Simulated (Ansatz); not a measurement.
The starting structures come from a database of crystals and need not be the phases stable at ambient conditions.

By PBEsol, the system below comes out a metal.

Input:

```
BiIn
1.0
    4.78505     0.00000     0.00000
   -2.39252     4.14397     0.00000
    2.39252    -1.38132     4.02418
In Bi
1 1
Direct
  0.00000   0.00000   0.00000
  0.25000   0.75000   0.25000
```

Space group of this cell: R3m. The cell is strained (lengths along the current scaled by 1.03, ions clamped); by PBEsol its mean pressure is -1.6 GPa.

The current flows along the normal of the first two printed cell vectors, the (111) (indices of the unstrained crystal) plane of the conventional cell. No spin-orbit coupling; the value is a mean over 0.1 eV about the Fermi level.

Give the ballistic conductance per area that PBEsol (Ansatz, a first-principles code) yields.

0.047 × 10¹⁵ S/m² for both spins.
